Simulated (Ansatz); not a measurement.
# Effect of uniaxial strain ε_zz = +0.50 % on ZnSe

Consider ZnSe in the zinc blende structure (space group F-43m, No. 216; a = 5.666 Å). Axes: x, y, z lie along the cube axes.

One thing is altered: the cell is stretched by 0.50 % along z with no lateral relaxation, atoms relaxed at fixed cell.

Computed with r2SCAN in Ansatz (plane waves to 500 eV, PAW, no SOC). k-mesh 10×10×10 (Γ-centred); smearing 0.05 eV (Fermi–Dirac).

```json
[
 {"quantity": "volume per atom", "base": "22.73 Å³", "changed": "22.85 Å³", "shift": "+0.114 Å³"},
 {"quantity": "space group", "base": "F-43m (No. 216)", "changed": "I-4m2 (No. 119)", "shift": "–"},
 {"quantity": "shortest interatomic distance", "base": "4.636 bohr", "changed": "4.644 bohr", "shift": "+0.008 bohr"},
 {"quantity": "energy relative to the base (free energy F)", "base": "0 meV/atom", "changed": "+0.2 meV/atom", "shift": "+0.2 meV/atom"},
 {"quantity": "band gap", "base": "1.87 eV", "changed": "1.84 eV", "shift": "-0.03 eV"},
 {"quantity": "gap character", "base": "direct at Γ", "changed": "direct at Γ", "shift": "–"},
 {"quantity": "electron mass", "base": "0.12 mₑ (at Γ)", "changed": "0.12 mₑ (at Γ)", "shift": "–"},
 {"quantity": "valence-band top at Γ (three highest levels, from the VBM)", "base": "0.00, 0.00, 0.00 eV", "changed": "0.00, 0.00, -0.02 eV", "shift": "–"},
 {"quantity": "valley order (the lowest conduction-band minima on the path, energy above the VBM, named in the base's zone)", "base": "Γ 1.87 eV; L along ⟨111⟩ 3.05 eV; X along ⟨100⟩ 3.34 eV", "changed": "Γ 1.84 eV; L along [111] 3.04 eV; X along [010] 3.33 eV", "shift": "–"},
 {"quantity": "stress (xx, yy, zz, yz, xz, xy; compression positive)", "base": "–", "changed": "(-0.27, -0.27, -0.45, 0.00, 0.00, 0.00) GPa", "shift": "–"}
]
```

Masses are band curvatures over ±0.01 Å⁻¹ around the edge. Stability against distortions was not tested. Labels are those of the standard path for the cell's own space group.

Ansatz is an electronic-structure program.
